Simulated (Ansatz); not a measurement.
# Ru: uniaxial strain ε_xx = −2.50 %

Consider Ru in the hcp (Mg type) structure (space group P6_3/mmc, No. 194; a = 2.704 Å, c = 4.263 Å; relaxed with 0.1 eV smearing). Axes: x lies along a and z along c of the hexagonal cell.

Perturbation: uniaxial strain ε_xx = −2.50 %, all other strain components held at zero, atoms relaxed at fixed cell.

The values are results of r2SCAN (Ansatz, an electronic-structure program), scalar-relativistic without spin-orbit coupling, not measurements. Γ-centred 24×24×14 mesh, Fermi–Dirac width 0.1 eV.

```tsv
quantity	base	changed	shift
volume per atom	13.50 Å³	13.16 Å³	-0.34 Å³
space group	P6_3/mmc (No. 194)	Cmcm (No. 63)	–
shortest interatomic distance	2.642 Å	2.628 Å	-0.014 Å
energy relative to the base (free energy F)	0 meV/atom	+17 meV/atom	+17 meV/atom
band gap	zero	zero	–
stress (xx, yy, zz, yz, xz, xy; compression positive)	–	(17.0, 5.3, 5.0, 0.0, 0.0, 0.0) GPa	–
```

Cost of the whole job for the changed cell (relaxation, final SCF and bands): about 2.8 core-minutes (a rough figure).

Whether these cells are dynamically stable was not tested. The final runs are not spin-polarised.
